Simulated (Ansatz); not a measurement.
Consider this model of amorphous Si₆₄Ge₃₂.

```xyz
96
Lattice="12.8692 -0.0533 -0.0559 -0.0533 12.9208 0.1688 -0.0559 0.1688 12.5937" Properties=species:S:1:pos:R:3 pbc="T T T"
Si     2.3579     5.0736     9.3432
Si     7.9611    12.7024    12.4462
Si     3.1906     3.3829     0.8856
Si     2.8695     5.7284     0.4031
Si     0.8549    11.7900     6.0695
Si    12.5312     0.0062     4.1674
Si     4.4305     8.4471     8.8568
Si     0.9083     3.8095     5.6262
Si    10.8806     5.1146     9.4154
Si     9.0466     8.5284    10.5773
Si    10.2792    10.7719     7.2302
Si     3.8483     1.5464     4.9775
Si     6.2432     5.2071    12.6047
Si     3.0172     3.1439     6.5252
Si     6.1250     5.0224     8.0387
Si    10.8616     5.0218     7.0386
Si    12.3541    11.6146     7.9112
Si    11.1146     8.6886    11.7676
Si    11.1583     5.5621     0.4046
Si     9.4289     6.8084     6.8674
Si     3.7356    10.3821     5.3928
Si     9.6336     0.4604     1.3333
Si     4.0398     6.7548     3.6623
Si     4.2917    11.3686     3.3209
Si     6.9270    11.1986     5.6226
Si     6.5766     2.9366     2.6865
Si    10.7325     3.0159    10.5587
Si     5.4488     2.8796     0.6003
Si     4.4551     6.0901     9.3948
Si     7.6028    10.4776     0.9685
Si     0.7638    10.6663     9.7142
Si     7.3473     8.7561    12.1650
Si     8.2769     1.5896     5.8309
Si     6.2265     1.5349     4.5298
Si     2.8121     2.8489     8.8754
Si     3.8423    10.0571    12.5735
Si     5.0168     8.7689     6.5610
Si    12.1979     1.8861     5.6816
Si     5.8057     8.0893     2.9157
Si     5.1745     8.7983    11.1384
Si     4.6347     6.5757    11.6947
Si    -0.0485     5.9074     6.1343
Si     7.9639     1.2546     8.0919
Si    12.0711     0.9912     7.9071
Si     1.6061     9.5560     6.0096
Si     5.3825    10.0192     1.7619
Si    -0.0227     8.0749     5.0587
Si     8.8443     2.6562     1.8584
Si     2.0598     6.3527     2.4982
Si     1.2427     5.4574    11.3652
Si     6.8301     3.0864     9.1448
Si     4.7243     4.7172     6.2370
Si     9.5204     9.8525     2.3524
Si     6.8147     8.8179     4.9560
Si    12.6187     1.7703    11.1756
Si     1.3641     4.2958     3.4147
Si     3.1796    12.4987     6.3371
Si     9.0937     8.3998     4.1865
Si    10.0499     1.2326     9.1833
Si     4.8864     1.8515     9.6121
Si     0.7645     0.6728     2.2397
Si     1.0824     1.3543     9.3858
Si     8.8535     6.3475     9.6155
Si    11.0092     7.9926     1.4894
Ge     7.3024     6.8171     1.3603
Ge    12.5772    10.6521    11.9077
Ge     1.5978     9.7938     0.9834
Ge    10.1547     3.1694     5.5820
Ge     9.7703    12.2168    10.8470
Ge    10.2860    12.0107     3.4253
Ge     5.7292     4.9267     4.0221
Ge     7.6935     6.3824     5.1749
Ge     7.7329     4.6095    10.8864
Ge     2.4253    12.3549    10.1062
Ge     6.7640    11.8321     8.0904
Ge     2.5599     2.2591     2.9220
Ge     9.4454     6.3965     2.6708
Ge     2.0084     8.9748     8.4069
Ge    11.9607    -0.0152     0.2353
Ge     8.7889    10.5788     9.1865
Ge     3.5258    12.4558    12.3734
Ge     9.1181    12.1969     5.5992
Ge    12.1024     6.5932    10.9335
Ge    10.2631     3.9997     3.2256
Ge    10.6696     8.7095     5.9827
Ge     2.3661    11.9428     1.9612
Ge     9.5166     3.9370    12.4254
Ge     1.5859     6.6255     7.6909
Ge     0.3951     8.1534     2.5976
Ge     0.8770     3.3702    12.5427
Ge     5.6727     0.9792    11.8605
Ge     7.2482     7.2499     7.9358
Ge     4.3739    12.6864     8.5323
Ge    12.3950     4.0437     1.8614
Ge     3.6031     6.8517     6.0519
Ge     6.4994    12.3735     3.4966
```

All values below come from PBE, scalar-relativistic without spin-orbit coupling (plane waves to 420 eV, PAW; Ansatz, a quantum-chemistry and plane-wave program).

Preparation: random packing, a CHGNet melt and quench, and a DFT relaxation. The hot cell started wider than the set density and was brought back towards it in steps. It is the lowest in DFT energy of 4 quenches. It is a model cell: composition and starting density were chosen by hand, and all elements were melted together. No dispersion term was used. Its density started from a set value of 3.27 and ended at 3.27 g/cm³. The quench (nominally 52 K/ps over its main leg) was far faster than any real one, so the model tends to hold more defects than a real film. Values belong to this one cell and scatter from quench to quench. The volume was held where the preparation left it and the shape relaxed, at a PBE pressure of -0.1 GPa (tension).

Neighbours within Si-Si 2.68 Å, Si-Ge 2.78 Å, Ge-Ge 2.84 Å count as bonded.

Problem. Give the coordination numbers, mean bond lengths and angles.

Solution. 
| Quantity | Result |
|---|---|
| Mean coordination of Si | 4.05 (61 with 4, 3 with 5) |
| Mean coordination of Ge | 3.91 (3 with 3, 29 with 4) |
| Mean Si-Si bond | 2.376 Å (spread 0.054 Å, 88 counted) |
| Mean Si-Ge bond | 2.469 Å (spread 0.065 Å, 83 counted) |
| Mean Ge-Ge bond | 2.559 Å (spread 0.071 Å, 21 counted) |
| Bond angle at Si | mean 108.7°, spread 13.9° |
| Bond angle at Ge | mean 107.9°, spread 15.6° |

Problem. Which atoms depart from the most common coordination of their element?

Solution. Si54 has 5 (Si39 2.39 Å, Si37 2.41 Å, Si58 2.44 Å, Si25 2.47 Å, Ge72 2.60 Å); Si58 has 5 (Si53 2.38 Å, Ge85 2.41 Å, Si54 2.44 Å, Ge77 2.54 Å, Ge72 2.65 Å); Si64 has 5 (Si18 2.38 Å, Ge89 2.49 Å, Ge77 2.53 Å, Si53 2.53 Å, Si19 2.67 Å); Ge69 has 3 (Si59 2.46 Å, Si2 2.46 Å, Ge80 2.53 Å); Ge92 has 3 (Si20 2.47 Å, Si63 2.49 Å, Si15 2.50 Å; Ge72 at 2.93 Å just beyond); Ge96 has 3 (Si34 2.43 Å, Si24 2.43 Å, Si25 2.47 Å).
